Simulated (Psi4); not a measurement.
Psi4 1.11, unrestricted PBE0/def2-tzvp: Bi(F)3 anion ([F][Bi]([F])[F]), charge -1, multiplicity 2, 4 atoms. The geometry is a generated start, not checked to be a minimum at this level.

task: energy
method: pbe0
basis: def2-tzvp
memory: 3 GB
maxiter: 100
keys of the molecule block: symmetry c1
scf_type: df (default)
diis_max_vecs: 10 (default)
e_convergence: 1e-06 (default)
d_convergence: 1e-06 (default)
dft_radial_points: 75 (default)
dft_spherical_points: 302 (default)
effective core potentials: those of the basis set, past Kr
basis functions: 143
grid points: 87058

```xyz
4

Bi     0.0102    -0.0038     0.8348
F     -1.3488    -1.0164    -0.2679
F     -0.2206     1.6715    -0.2750
F      1.5592    -0.6513    -0.2919
```

Charge -1 and multiplicity 2 are set for this test and not shown to be the ground state.

With the defaults (guess = auto, which took SAD, scf_initial_accelerator = adiis, damping_percentage = 0, diis = true, level_shift = 0, level_shift_cutoff = 0.01, soscf = false, soscf_start_convergence = 0.01) it converges in 22 SCF iterations. One run each on 2 threads, with these changes:
- scf_initial_accelerator = none
- scf_initial_accelerator = ediis
- guess = sapgau
- guess = gwh
- guess = sap
- damping_percentage = 20
- level_shift = 0.5, level_shift_cutoff = 0.001
- soscf = true, soscf_start_convergence = 0.1
- scf_initial_accelerator = none, damping_percentage = 60, diis = false
- damping_percentage = 60
- guess = core

Q: Which runs fail or end elsewhere than the default run?

A: No convergence: guess = gwh; scf_initial_accelerator = none; damping_percentage = 20; damping_percentage = 60; scf_initial_accelerator = none, damping_percentage = 60, diis = false (the run ends without SCF convergence in 100 iterations). Another solution: guess = core (27 meV higher); guess = sapgau (27 meV higher). The rest reach the solution of the defaults.

```
setting                                                                SCF iterations  JK calls                            end
---------------------------------------------------------------------  --------------  --------  -----------------------------
soscf = true, soscf_start_convergence = 0.1                                        21       112                  same solution
the defaults                                                                       22        23                  same solution
scf_initial_accelerator = ediis                                                    22        23                  same solution
level_shift = 0.5, level_shift_cutoff = 0.001                                      24        25                  same solution
guess = sap                                                                        28        28                  same solution
guess = core                                                                       28        28  other solution, 27 meV higher
guess = sapgau                                                                     32        32  other solution, 27 meV higher
guess = gwh                                                                       100       100                 no convergence
scf_initial_accelerator = none                                                    100       101                 no convergence
damping_percentage = 20                                                           100       101                 no convergence
damping_percentage = 60                                                           100       101                 no convergence
scf_initial_accelerator = none, damping_percentage = 60, diis = false             100       101                 no convergence
```

An SOSCF iteration holds several JK calls; a Hückel guess adds calls on atoms.
